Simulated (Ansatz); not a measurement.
A self-consistent single point of Ti3Be (P6_3/mmc, 8 atoms in the cell) with Ansatz (a program for electronic structure).

Computed with LDA (PW92), PAW files made with PBE (plane waves; Ansatz).

The change in words: lattice scaled by 0.98. Reference geometry:
```
Ti3Be
1.0
    5.49730     0.00000     0.00000
   -2.74865     4.76081     0.00000
    0.00000     0.00000     4.44226
Ti Be
6 2
Direct
  0.34844   0.17422   0.75000
  0.65156   0.82578   0.25000
  0.17422   0.34844   0.25000
  0.82578   0.65156   0.75000
  0.82578   0.17422   0.75000
  0.17422   0.82578   0.25000
  0.66667   0.33333   0.25000
  0.33333   0.66667   0.75000
```

Reference input (self-consistent single point, DFT, LDA (PW92), plane waves, PAW files made with PBE): kpoints.mp_grid.grid = 5 5 6; hamiltonian.xc = lda; hamiltonian.pseudopotentials = {kind: paw} (the program's default PAW files); scf.occupations.method = gaussian; scf.occupations.width = 0.1 eV. This run's input differs from it in these lines:

```diff
@@ -2,5 +2,5 @@
   lattice:
-    - [5.497304, 0.000000, 0.000000]
-    - [-2.748652, 4.760805, 0.000000]
-    - [0.000000, 0.000000, 4.442258]
+    - [5.387358, 0.000000, 0.000000]
+    - [-2.693679, 4.665589, 0.000000]
+    - [0.000000, 0.000000, 4.353413]
   atoms:
```

The program printed (abridged):

```
SCF iter   1: F=—  HF=-14879.803093 eV  |F-HF|=—  |Δ(HF+E_count)|=         —  Δρ=5.91e-2  dr2=4.56e0  ethr=3.10e-3  ⟨swp⟩=7.4  Hψ=3579  notcnv=0
all-band conjugate gradients solve this SCF's bands
preconditioner: auto → Kerker (q_TF=auto, 2.567 Å⁻¹)
SCF iter   2: F=—  HF=-14878.683448 eV  |F-HF|=—  |Δ(HF+E_count)|=    1.12e0  Δρ=2.34e-2  dr2=7.25e-1  ethr=3.10e-3  ⟨swp⟩=2.2  Hψ=1521  notcnv=0  defer=32
   [... lines left out ...]
SCF iter   4: F=—  HF=-14878.494308 eV  |F-HF|=—  |Δ(HF+E_count)|=   4.29e-4  Δρ=7.48e-4  dr2=6.36e-4  ethr=2.41e-5  ⟨swp⟩=2.0  Hψ=1288  notcnv=0  defer=32
SCF iter   5: F=—  HF=-14878.494168 eV  |F-HF|=—  |Δ(HF+E_count)|=   1.40e-4  Δρ=1.38e-4  dr2=2.99e-5  ethr=8.37e-7  ⟨swp⟩=2.1  Hψ=1205  notcnv=0  defer=32
SCF iter   6: F=—  HF=-14878.494161 eV  |F-HF|=—  |Δ(HF+E_count)|=   7.49e-6  Δρ=4.51e-5  dr2=2.04e-6  ethr=3.93e-8  ⟨swp⟩=2.0  Hψ=1205  notcnv=0  defer=32
SCF iter   7: F=-14878.494160 eV  HF=-14878.494160 eV  |F-HF|=1.15e-8  |Δ(HF+E_count)|=   6.22e-7  Δρ=4.68e-6  dr2=2.39e-8  ethr=1.32e-10  ⟨swp⟩=11.2  Hψ=4227  notcnv=0
SCF 1 converged in 7 iterations: F = -14878.494160 eV  dr2 = 2.39e-8
Free energy (F): -14878.494160 eV
Internal energy: -14878.432057 eV  (E = F + TS)
E sigma→0 (E₀):  -14878.463108 eV
Entropy (-TS):   -0.062103 eV (-7.763 meV/atom)
Fermi energy:    13.297526 eV
--- Forces (eV/Å), atoms counted from 1 ---
  atom   1  Ti     0.06520363     0.03764533     0.00000000
  atom   2  Ti    -0.06520363    -0.03764533     0.00000000
  atom   3  Ti     0.00000000     0.07529067     0.00000000
  atom   4  Ti    -0.00000000    -0.07529067     0.00000000
  atom   5  Ti    -0.06520363     0.03764533     0.00000000
  atom   6  Ti     0.06520363    -0.03764533     0.00000000
  atom   7  Be    -0.00000000    -0.00000000     0.00000000
  atom   8  Be     0.00000000     0.00000000     0.00000000
--- Stress (GPa, compression-positive) ---
        1.827316      -0.000000       0.000000
        0.000000       1.827316       0.000000
        0.000000       0.000000       2.182107
  P = ⅓ Tr σ = 1.9456 GPa (19.456 kbar)
  The stress holds the Pulay correction. Without it, at fixed plane waves, as pw.x and ABINIT print it: P = 1.9213 GPa
```

The run converged in 7 iterations. Against the reference run the free energy falls by 9.4 meV/atom, the pressure goes from -5.14 to 1.95 GPa and the largest force goes from 0.030 to 0.075 eV/Å.

The starting cell comes from a database of computed structures (which also holds hypothetical and non-ambient phases and stackings), without a prior relaxation at this level. Its lattice was rescaled by a random factor within 2.5 % of one. For this run, on top of that: lattice scaled by 0.98. Spin polarisation is off. Ansatz's pressure includes its estimate of the finite-basis (Pulay) stress.

Keys are those of Ansatz 0.2.
